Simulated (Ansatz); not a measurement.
Effect of tensor shear ε_xy = +1.71 % on Pd

The reference is Pd in the fcc (Cu type) structure (space group Fm-3m, No. 225; a = 3.878 Å; relaxed with 0.1 eV smearing). Axes: x, y, z lie along the cube axes.

Now apply this change: a pure shear with ε_xy = ε_yx = 0.0171; the atoms relax in the strained cell.

All numbers come from PBEsol in Ansatz (plane waves to 420 eV, PAW, no spin-orbit coupling). Γ-centred 29×29×29 mesh, Fermi–Dirac width 0.1 eV.

The volume per atom stays essentially unchanged (14.58 Å³ against 14.57 Å³) and the space group changes from Fm-3m (No. 225) to Immm (No. 71). The shortest interatomic distance decreases by 0.047 Å to 2.695 Å and the energy grows by 4.7 meV/atom. The pressure (mean of the normal stresses, compression positive) goes from zero to 0.2 GPa and the band gap remains zero. The stress (xx, yy, zz, yz, xz, xy; compression positive) comes out as (0.4, 0.4, -0.1, 0.0, 0.0, -3.0) GPa.

Final structure:

```yaml
crystal:
  lattice:
    - [0.03315, 1.93885, 1.93885]
    - [1.93885, 0.03315, 1.93885]
    - [1.97201, 1.97201, 0.00000]
  atoms:
    - { symbol: Pd, position: [0.00000, 0.00000, 0.00000] }
```

Cost of the whole job for the changed cell (relaxation, final SCF and bands): very roughly 110 core-seconds.

Stability against distortions was not tested. The final runs are not spin-polarised.

Ansatz is a first-principles code.
